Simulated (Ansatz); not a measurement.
Functionals compared on a constructed model of the (0001) surface of hcp Ti, a pseudomorphic layer of Zr in the host's stacking (bottom of the slab: a bare face, its two planes held), in Ansatz (plane waves, PAW). The structure was relaxed with PBE; the other rows are single points on it. Cutoff 420 eV (500 eV for r2SCAN).

Set-up: 7 atoms, 14.7 Å thick at the start; mesh 15x15x1; 0.1 eV smearing; dipole correction on; 2 atoms held, the rest relaxed; held to the start's symmetry, so lower structures may exist; no spin, no spin-orbit, no U. It is one candidate, not shown to be the stable structure of the face. These notes are the PBE run's.

```
functional  work function of the top face (eV)          rough cost of the single point
----------  ----------------------------------  --------------------------------------
PBE                                       4.46                                       –
RPBE                                      4.34  about 18 core-seconds (a rough figure)
r2SCAN                                    4.56  about 30 core-seconds (a rough figure)
```

Ansatz is an electronic-structure program.
